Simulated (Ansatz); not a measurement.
**Convergence study of the plane-wave cutoff for SrAl₂ (Imm2, 6 atoms in the cell)**

```xyz
6
Lattice="-2.3920 3.9411 3.9329 2.3920 -3.9411 3.9329 2.3920 3.9411 -3.9329" Properties=species:S:1:pos:R:3 pbc="T T T"
Sr     2.3920     1.9706     0.4459
Sr     0.0000     1.9706     3.5370
Al     2.3920    -0.5402     2.6694
Al     0.0000     4.4814     1.2635
Al     0.0000     0.5402     6.6023
Al     2.3920     3.4009    -2.6694
```

Level of theory: PBEsol, default PAW files made with PBE (plane waves; Ansatz, a first-principles code).

Base settings: basis.ecutwfc = 420 eV; kpoints.mp_grid.grid = 5 5 5; hamiltonian.xc = pbesol; hamiltonian.pseudopotentials = {kind: paw} (the program's default PAW files); scf.occupations.method = gaussian; scf.occupations.width = 0.1 eV.

The second cell is the first with its lattice scaled by 0.98.

The mesh stays at the base's, so the ladder's end is converged at best in this setting alone.

The first pressure column holds Ansatz's estimate of the finite-basis (Pulay) stress, which hides part of the cutoff error; the other is without it.

Only quantities that move along the ladder and can be compared are tabulated.

The count of work is k-points × plane waves × bands × iterations; it is no time. 

The starting cell comes from a database of computed structures (which also holds hypothetical and non-ambient phases and stackings), without a prior relaxation at this level. Its lattice was rescaled by up to half a per cent. One atom was moved a little off its site on purpose.

Steps (basis.ecutwfc): 145 eV; 170 eV; 190 eV; 210 eV; 230 eV; 250 eV; 295 eV; 335 eV; 380 eV; 420 eV; 460 eV; 505 eV; 565 eV; 630 eV; 735 eV; 840 eV; 1010 eV.

Question: What is the coarsest basis.ecutwfc that holds the pressure without the Pulay estimate within 0.2 GPa of the last step, with all finer ones?

Answer: 380 eV, at 0.23 of the last step's count of work; the step before is off by 0.32 GPa.

Question: What is the coarsest basis.ecutwfc that holds the energy of the compressed cell less the first within 2 meV/atom of the last step, with all finer ones?

Answer: 335 eV, at 0.19 of the last step's count of work; the step before is off by 2.6 meV/atom.

Question: What is the coarsest basis.ecutwfc that holds the pressure within 1 GPa of the last step, with all finer ones?

Answer: 210 eV, at 0.094 of the last step's count of work; the step before is off by 1.3 GPa.

```csv
basis.ecutwfc,free energy less the last step's (meV/atom),energy of the compressed cell less the first (meV/atom),pressure (GPa),pressure without the Pulay estimate (GPa),largest difference of a force vector from the last step's (eV/Å),count of work / last
145 eV,1487.72,49.93,3.36,-23.03,0.121,0.061
170 eV,731.70,35.07,1.87,-13.43,0.103,0.084
190 eV,418.93,19.25,0.55,-8.69,0.107,0.082
210 eV,249.26,13.87,-0.14,-5.72,0.060,0.094
230 eV,154.37,10.39,-0.33,-3.94,0.043,0.11
250 eV,95.68,10.88,-0.26,-2.84,0.025,0.12
295 eV,26.16,10.00,-0.48,-1.48,0.009,0.16
335 eV,7.92,7.65,-0.68,-1.03,0.003,0.19
380 eV,1.87,7.38,-0.70,-0.81,0.000,0.23
420 eV,0.42,7.39,-0.70,-0.73,0.000,0.27
460 eV,0.17,7.39,-0.70,-0.70,0.000,0.31
505 eV,0.14,7.39,-0.70,-0.70,0.000,0.35
565 eV,0.09,7.39,-0.70,-0.70,0.000,0.42
630 eV,0.07,7.38,-0.70,-0.70,0.000,0.49
735 eV,0.05,7.38,-0.70,-0.70,0.000,0.62
840 eV,0.02,7.38,-0.70,-0.70,0.000,0.76
1010 eV,0.00,7.38,-0.70,-0.70,0.000,1.0
```

The energy difference between the two cells stays within 1 meV/atom of the last step's from 335 eV on, the total only from 420 eV on: much of the error is common to both cells and cancels.

At the lowest cutoff the pressure without the Pulay estimate lies 22.3 GPa under the last step's, the usual sign of Pulay stress in an incomplete plane-wave basis.

Keys are those of Ansatz 0.2.
